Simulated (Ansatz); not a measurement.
Li2S (antifluorite type), cell Li64S32, begun in the crystal structure [in the run: part of the species diffused; mean temperature 1494 K (target 1510 K); density 1.33 g/cm³, volume +22 % from the start crystal's; Γ point only, which a denser mesh shifts by 0.0 GPa in pressure and 0.00 eV/Å in forces].  Bonds are counted up to Li-S 3.70 Å.

Problem. What distribution of Li-S-Li angles does PBE run with Ansatz (a quantum-chemistry and plane-wave program) give?

Solution. mean 99°, standard deviation 32°.
```
angle (°) | p (1/°)
      1.5 |  0.0000
      4.5 |  0.0000
      7.5 |  0.0000
     10.5 |  0.0000
     13.5 |  0.0000
     16.5 |  0.0000
     19.5 |  0.0000
     22.5 |  0.0000
     25.5 |  0.0000
     28.5 |  0.0000
     31.5 |  0.0000
     34.5 |  0.0001
     37.5 |  0.0001
     40.5 | # 0.0004
     43.5 | ## 0.0009
     46.5 | ### 0.0017
     49.5 | ###### 0.0032
     52.5 | ########### 0.0053
     55.5 | ############### 0.0077
     58.5 | #################### 0.0102
     61.5 | ######################### 0.0125
     64.5 | ############################ 0.0142
     67.5 | ############################## 0.0150
     70.5 | ############################# 0.0147
     73.5 | ############################ 0.0141
     76.5 | ######################### 0.0128
     79.5 | ####################### 0.0117
     82.5 | ##################### 0.0103
     85.5 | #################### 0.0098
     88.5 | ################# 0.0086
     91.5 | ################# 0.0085
     94.5 | ################ 0.0083
     97.5 | ################ 0.0082
    100.5 | ################# 0.0084
    103.5 | ################# 0.0087
    106.5 | ################# 0.0087
    109.5 | ################### 0.0095
    112.5 | ################### 0.0094
    115.5 | ################## 0.0092
    118.5 | ################### 0.0095
    121.5 | ################## 0.0089
    124.5 | ################# 0.0083
    127.5 | ############### 0.0077
    130.5 | ############## 0.0070
    133.5 | ############ 0.0062
    136.5 | ########### 0.0057
    139.5 | ########## 0.0051
    142.5 | ########## 0.0048
    145.5 | ######### 0.0045
    148.5 | ######## 0.0043
    151.5 | ######## 0.0041
    154.5 | ######## 0.0038
    157.5 | ######## 0.0040
    160.5 | ######## 0.0039
    163.5 | ####### 0.0036
    166.5 | ###### 0.0032
    169.5 | ##### 0.0026
    172.5 | #### 0.0021
    175.5 | ### 0.0013
    178.5 | # 0.0004
```
